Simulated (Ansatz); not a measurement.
The starting structures come from a database of crystals and need not be the phases stable at ambient conditions.

Tunnelling through a barrier is set by its complex band structure: the current falls as exp(−2κd) with the smallest κ.

```yaml
crystal:
  lattice:
    - [5.90001, 0.00000, 0.00000]
    - [0.00000, 5.90001, 0.00000]
    - [2.95000, -2.95000, 4.17194]
  atoms:
    - { symbol: Cs, position: [0.75000, 0.75000, 0.50000] }
    - { symbol: Cs, position: [0.00000, 0.00000, 0.00000] }
    - { symbol: V, position: [0.25000, 0.25000, 0.50000] }
    - { symbol: V, position: [0.50000, 0.50000, 0.00000] }
    - { symbol: N, position: [0.37500, 0.87500, 0.25000] }
    - { symbol: N, position: [0.87500, 0.37500, 0.75000] }
    - { symbol: N, position: [0.37500, 0.37500, 0.25000] }
    - { symbol: N, position: [0.37500, 0.37500, 0.75000] }
```

Space group of this cell: Fd-3m. The cell is taken as given; by r2SCAN its mean pressure is -1.1 GPa.

Transport runs along the normal of the first two printed cell vectors, the (001) plane of the conventional cell.

No gap correction and no spin-orbit coupling; mid-gap values are interpolated between computed energies.

### Question
Estimate the band gap and the smallest decay constant κ at mid-gap that r2SCAN in Ansatz (a first-principles code) returns for this system.

### Answer
Gap 0.75 eV on a 8×8×8 mesh; κ = 0.084 1/Å, at the zone centre.
